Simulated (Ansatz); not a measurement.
## ZnS, response to strain

Start from ZnS in the wurtzite structure (space group P6_3mc, No. 186; a = 3.738 Å, c = 6.143 Å). Axes: x lies along a and z along c of the hexagonal cell.

Strains are applied to the cell and any free atomic positions relax.

All numbers come from Kohn–Sham DFT with the LDA functional, run in Ansatz (a first-principles code) with PAW and 420 eV plane waves, no SOC.

| variant | largest internal atomic displacement | band gap | electron mass |
|---|---|---|---|
| base | – | 2.19 eV | 0.15 mₑ along c, 0.18 mₑ across (at Γ) |
| uniaxial strain ε_xx = +0.60 % | – | 2.16 eV | 0.16 mₑ along z, 0.18 mₑ across (at Γ) |
| uniaxial strain ε_xx = +1.20 % | 0.012 Å | 2.13 eV | 0.16 mₑ along z, 0.18 mₑ across (at Γ) |
| uniaxial strain ε_xx = +1.80 % | 0.016 Å | 2.10 eV | 0.16 mₑ along z, 0.17 mₑ across (at Γ) |
| uniaxial strain ε_xx = +2.40 % | 0.022 Å | (withheld) | 0.16 mₑ along z, 0.17 mₑ across (at Γ) |
| uniaxial strain ε_xx = +3.00 % | (withheld) | (withheld) | 0.15 mₑ along z, 0.17 mₑ across (at Γ) |

Q: Some entries are withheld; estimate them.

A: 
- uniaxial strain ε_xx = +2.40 %, band gap: 2.06 eV
- uniaxial strain ε_xx = +3.00 %, largest internal atomic displacement: 0.028 Å
- uniaxial strain ε_xx = +3.00 %, band gap: 2.03 eV

Masses are band curvatures over ±0.01 Å⁻¹ around the edge. No phonon test of stability was made.
